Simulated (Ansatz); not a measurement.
## SnO: energy against strain

SnO (litharge, P4/nmm, 16.180 Å³/atom at rest, c along z) under an equal strain ε in the (001) plane with the normal axis free, as in a coherent film. PBEsol-D3(BJ) in Ansatz, a plane-wave DFT program (PAW, default set), 420 eV, 15×15×13 Γ-centred mesh, Fermi-Dirac smearing 0.10 eV; ions are relaxed within the symmetry of each cell.

Here s stands for strain and y for E less E0.

```
strain (%)  E less E0 (meV/atom)
----------  --------------------
-3.00                          ?
-1.20                       2.78
-0.60                       0.72
0.00                        0.00
0.60                        0.53
1.20                        2.27
```

Fit y of the 5 rows that show it with a parabola. Least squares gives y = -0.004 - 0.2017·s + 1.7560·s². Residuals (row less fit): 0.013, -0.029, 0.004, 0.023, -0.013; standard error 0.029 (degrees of freedom: 2). Twice the quadratic coefficient over the volume, 2 × 1.7560 meV × 10⁴ × 0.1602 / 16.180 Å³, is twice the biaxial elastic modulus of this plane = 348 ± 4 GPa.

**Question.** What does the fit predict for y at s = -3.00, and how far is the calculated value from it?

**Answer.** y = -0.004 - 0.2017 × (-3.0) + 1.7560 × (-3.0)² = 16.405 meV/atom. The calculation gives 17.99 meV/atom, 1.585 meV/atom above the prediction (8.8 % of the range of y in the table). The row lies outside the fitted rows, so this is an extrapolation. From the scatter of the fitted rows alone, a prediction at this place has a standard error of 0.189 meV/atom, so the miss is 8.4 times that.

One order more, fitted to all 11 runs of the series, follows each within 0.06, so the miss is the next term of a smooth law. This level leaves no gap over 0.05 eV at strain -3.00, -1.20, -0.60, 0.00, 0.60, 1.20, where the mesh may be coarse. Rows are the converged runs of the series near zero and its far end; series whose fitted rows scatter by over a few per cent of the range, as at a crossing or softening among them, aren't shown in this form. Most that stay on the fit to the last digits aren't either.
